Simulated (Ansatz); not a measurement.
Here is the system:

End structure of a constructed model of the (111) surface of fcc Au, (√3x√3)R30° layer of Te, one a cell, on the site that continues the host's stacking (bottom of the slab: a bare face, its two planes held):

```xyz
19
Lattice="4.4094 2.5458 0.0000 -4.4094 2.5458 0.0000 0.0000 0.0000 30.5000" Properties=species:S:1:pos:R:3 pbc="T T T"
Au    -2.9396     1.6972     8.0986
Au     0.0000     1.6972     8.0986
Au     2.9396     1.6972     8.0986
Au    -1.4698     0.8486    10.4987
Au     1.4698     0.8486    10.4987
Au     0.0000     3.3943    10.4987
Au     0.0037    -0.0021    12.8857
Au    -1.4735     2.5436    12.8857
Au     1.4698     2.5500    12.8857
Au    -2.9396     1.6972    15.3028
Au     0.0000     1.6972    15.2705
Au     2.9396     1.6972    15.2705
Au    -1.4668     0.8469    17.6845
Au     1.4698     0.8520    17.6845
Au    -0.0030     3.3926    17.6845
Au    -0.1178     0.0680    20.0925
Au    -1.3520     2.6138    20.0925
Au     1.4698     2.4097    20.0925
Te    -2.9396     1.6972    22.0561
```

Slab: 19 atoms, 14.3 Å thick at the start; k 9x9x1, smearing 0.1 eV, dipole-corrected; 6 atoms held, the rest relaxed; symmetry of the start imposed; no spin, no spin-orbit, no U. It is one candidate, not shown to be the stable structure of the face.

### Question
What is the computed work function of the top face (PBE (Ansatz, an electronic-structure program))?

### Answer
4.66 eV
